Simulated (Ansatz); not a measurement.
Take Bi2Se3 in the Bi2Te3 type structure (space group R-3m, No. 166) as the base.

```cif
data_Bi2Se3
_chemical_formula_sum 'Bi2 Se3'
_space_group_name_H-M_alt 'P 1'
_space_group_IT_number 1
_cell_length_a 9.51817
_cell_length_b 9.51817
_cell_length_c 9.51817
_cell_angle_alpha 24.761
_cell_angle_beta 24.761
_cell_angle_gamma 24.761
loop_
_space_group_symop_operation_xyz
  'x, y, z'
loop_
_atom_site_label
_atom_site_type_symbol
_atom_site_fract_x
_atom_site_fract_y
_atom_site_fract_z
_atom_site_occupancy
Bi1 Bi 0.40185 0.40185 0.40185 1
Bi2 Bi 0.59815 0.59815 0.59815 1
Se1 Se 0.00000 0.00000 0.00000 1
Se2 Se 0.20782 0.20782 0.20782 1
Se3 Se 0.79218 0.79218 0.79218 1
```

Level of theory: Ansatz (a program for electronic structure), PBEsol-D3(BJ), PAW, cutoff 420 eV, spin-orbit coupling left out.

For the base:

- Smallest direct gap = zero

It is then changed as follows: a free-standing slab of 2 layers (10 atoms, 5 a layer) is cut normal to the stacking axis, with 15 Å of vacuum and the in-plane cell relaxed.

Q: What does the calculation give for the excess energy per area of both faces after the change?

A: The excess energy per area of both faces (slab less bulk energy over the cell's area: twice a surface energy) amounts to 0.7 J/m² (uncertain by up to 0.1 J/m²).

Q: What does the calculation give for the gap character after the change?

A: The gap character is indirect, K–Γ (89 % along) → Γ.

Q: How does this affect the smallest direct gap?

A: The smallest direct gap goes from zero to 0.48 eV.

The excess energy carries the mismatch between the slab's and the bulk's meshes. With Bi present, leaving out spin-orbit coupling can change the band edges. Whether these cells are dynamically stable was not tested. The final runs are not spin-polarised. Gaps under 0.05 eV, about the width of the smearing, are given as zero. The zero or small gap of Bi2Se3 can change with the level of theory. k-point labels follow each cell's own Brillouin zone.
